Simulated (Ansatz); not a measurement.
The structure below was relaxed with Ansatz (a program for electronic structure), r2SCAN, PAW, cutoff 500 eV, scalar-relativistic without spin-orbit coupling, earlier PAW set.

```
CELL_PARAMETERS angstrom
      0.00000     1.78951     1.78951
      1.78951     0.00000     1.78951
      1.78951     1.78951     0.00000
ATOMIC_POSITIONS crystal
  Cu 0.00000 0.00000 0.00000
```

Problem. Find the space group and the Wyckoff positions.

Solution. Space group Fm-3m (No. 225); a = 3.579 Å, b = 3.579 Å, c = 3.579 Å, α = 90.00°, β = 90.00°, γ = 90.00°

```csv
atom,site,symmetry,x,y,z
Cu,4a,m-3m,0.0000,0.0000,0.0000
```

Whether these cells are dynamically stable was not tested. All final runs are without spin polarisation. The cell was made from Ni by this change: Ni → Cu.
